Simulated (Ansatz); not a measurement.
The reference is Rh in the fcc (Cu type) structure (space group Fm-3m, No. 225; a = 3.755 Å; relaxed with 0.1 eV smearing). Axes: x, y, z lie along the cube axes.

All numbers come from LDA (Ansatz, a quantum-chemistry and plane-wave program; PAW; 420 eV plane waves; spin-orbit coupling left out).

Perturbation: a pure shear with ε_xy = ε_yx = 0.0114; the atoms relax in the strained cell.

Q: Predict the stress tensor and what it implies for the stiffness.

A: Stress of the strained cell less that of the base (GPa, compression positive):
```
    0.3    -5.0     0.0
   -5.0     0.3     0.0
    0.0     0.0     0.0
```

Then −Δσ/γ with γ = 2ε = 0.0228 gives relaxed-ion elastic constants: C66 ≈ 219 GPa.

As a check, the harmonic strain energy −½ V₀ Δσ:ε is 4.7 meV/atom; the computed energy rise is 4.7 meV/atom.

No phonon test of stability was made. The final runs are not spin-polarised.
